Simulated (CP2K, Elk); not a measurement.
A CP2K input for a self-consistent single point of ZrSnTe (P4/nmm, 6 atoms in the cell) (DFT PBEsol, GPW, DZVP-MOLOPT-SR-GTH basis, GTH-PBE potentials (GTH_POTENTIALS)):

```
&GLOBAL
  PROJECT calc
  RUN_TYPE ENERGY_FORCE
  PRINT_LEVEL MEDIUM
&END GLOBAL
&FORCE_EVAL
  METHOD Quickstep
  STRESS_TENSOR ANALYTICAL
  &DFT
    BASIS_SET_FILE_NAME BASIS_MOLOPT
    POTENTIAL_FILE_NAME GTH_POTENTIALS
    &QS
      METHOD GPW
      EPS_DEFAULT 1E-11
    &END QS
    &MGRID
      CUTOFF 500
      REL_CUTOFF 60
      NGRIDS 5
    &END MGRID
    &SCF
      SCF_GUESS ATOMIC
      EPS_SCF 1E-7
      MAX_SCF 100
      ADDED_MOS 8
      &DIAGONALIZATION
        ALGORITHM STANDARD
      &END DIAGONALIZATION
      &MIXING
        METHOD BROYDEN_MIXING
        ALPHA 0.2
        NBUFFER 8
        BETA 1
      &END MIXING
      &SMEAR ON
        METHOD GAUSSIAN
        SIGMA [eV] 0.136
      &END SMEAR
    &END SCF
    &KPOINTS
      SCHEME MONKHORST-PACK 5 5 3
    &END KPOINTS
    &XC
      &XC_FUNCTIONAL
        &PBE
          PARAMETRIZATION PBESOL
        &END PBE
      &END XC_FUNCTIONAL
    &END XC
    &PRINT
      &MO
        EIGENVALUES T
        OCCUPATION_NUMBERS T
        NDIGITS 8
        FILENAME mo
        &EACH
          QS_SCF 0
        &END EACH
        ADD_LAST NUMERIC
      &END MO
      &MULLIKEN ON
      &END MULLIKEN
    &END PRINT
  &END DFT
  &SUBSYS
    &CELL
      A 4.01393400 0.00000000 0.00000000
      B 0.00000000 4.01393400 0.00000000
      C 0.00000000 0.00000000 8.60754000
      PERIODIC XYZ
    &END CELL
    &COORD
      Zr       2.00696700     0.00000000     2.26868932
      Zr       0.00000000     2.00696700     6.33885068
      Sn       0.00000000     0.00000000     0.00000000
      Sn       2.00696700     2.00696700     0.00000000
      Te       2.00696700     0.00000000     5.33159635
      Te       0.00000000     2.00696700     3.27594365
    &END COORD
    &KIND Zr
      BASIS_SET DZVP-MOLOPT-SR-GTH-q12
      POTENTIAL GTH-PBE-q12
    &END KIND
    &KIND Sn
      BASIS_SET DZVP-MOLOPT-SR-GTH-q4
      POTENTIAL GTH-PBE-q4
    &END KIND
    &KIND Te
      BASIS_SET DZVP-MOLOPT-SR-GTH-q6
      POTENTIAL GTH-PBE-q6
    &END KIND
  &END SUBSYS
  &PRINT
    &FORCES ON
    &END FORCES
    &STRESS_TENSOR ON
    &END STRESS_TENSOR
  &END PRINT
&END FORCE_EVAL
```

Write the same calculation as an input for Elk.

One input that does it (others would too):

```
tasks
  0

xctype
  22

tforce
  .true.

rgkmax
  8.0

gmaxvr
  18.0

lmaxapw
  10

lmaxo
  8

nxlo
  2

lorbcnd
  .true.

lradstp
  2

nrmtscf
  2.0

rmtscf
  0.99

lmaxi
  4

stype
  0

swidth
  0.00499791

maxscl
  100

avec
    7.5852359423    0.0000000000    0.0000000000
    0.0000000000    7.5852359423    0.0000000000
    0.0000000000    0.0000000000   16.2658932068

atoms
  3
  'Zr.in'
  2
  0.5000000000  0.0000000000  0.2635700000    0.0 0.0 0.0
  0.0000000000  0.5000000000  0.7364300000    0.0 0.0 0.0
  'Sn.in'
  2
  0.0000000000  0.0000000000  0.0000000000    0.0 0.0 0.0
  0.5000000000  0.5000000000  0.0000000000    0.0 0.0 0.0
  'Te.in'
  2
  0.5000000000  0.0000000000  0.6194100000    0.0 0.0 0.0
  0.0000000000  0.5000000000  0.3805900000    0.0 0.0 0.0

ngridk
  5 5 3
```

Basis settings and potentials, where a program has them, do not carry over. This input uses DFT, PBEsol, all-electron FP-LAPW, Elk's shipped species files, APW+lo basis with extra local orbitals.

The starting cell comes from a database of computed structures (which also holds hypothetical and non-ambient phases and stackings), without a prior relaxation at this level. Its lattice was rescaled by a random factor within 2.5 % of one. For this run, on top of that: lattice scaled by 0.98.
